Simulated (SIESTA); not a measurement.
Band structure of Tc₂N (P6_3/mmc, 6 atoms in the cell).

```
Tc2N
1.0
    2.82470     0.00000     0.00000
   -1.41235     2.44626     0.00000
    0.00000     0.00000     9.68079
Tc N
4 2
Direct
  0.33333   0.66667   0.39245
  0.66667   0.33333   0.60755
  0.66667   0.33333   0.89245
  0.33333   0.66667   0.10755
  0.33333   0.66667   0.75000
  0.66667   0.33333   0.25000
```

Computed with LDA PW92, numerical atomic orbitals DZP, PseudoDojo LDA standard norm-conserving potentials (rewritten from UPF to PSML) (SIESTA).

Settings: XC.functional = LDA; XC.authors = PW92; potentials = PseudoDojo LDA standard; PAO.BasisSize = DZP; PAO.EnergyShift = 0.005 Ry; MeshCutoff = 300 Ry; kgrid.MonkhorstPack = 11 11 3; OccupationFunction = MP; OccupationMPOrder = 0; ElectronicTemperature = 100 meV; MaxSCFIterations = 150; SCF.Mixer.Method = Broyden; SCF.Mixer.Weight = 0.25; SCF.Mixer.History = 8.

The starting cell comes from a database of computed structures (which also holds hypothetical and non-ambient phases and stackings), without a prior relaxation at this level. Spin polarisation is off. Values carry the incompleteness of an atom-centred basis.

Levels in eV from the Fermi level, bands 31 to 36:
| point | 31 | 32 | 33 | 34 | 35 | 36 |
|---|---|---|---|---|---|---|
| Γ | -2.70 | -2.44 | -2.44 | -1.97 | -1.41 | -0.66 |
| M | -2.13 | -1.63 | -0.71 | 0.26 | 0.82 | 1.35 |
| K | -2.44 | -1.64 | -1.50 | 0.27 | 0.42 | 0.42 |
| A | -2.61 | -2.61 | -1.97 | -1.97 | -1.97 | -1.97 |
| L | -1.27 | -1.27 | -1.21 | -1.21 | 1.23 | 1.23 |
| H | -2.03 | -2.03 | -1.19 | -1.19 | 0.51 | 0.51 |

Bands cross the Fermi level along this path, so the cell is metallic at this level.

Higher empty bands are left out: an atom-centred basis made for the valence describes them poorly.
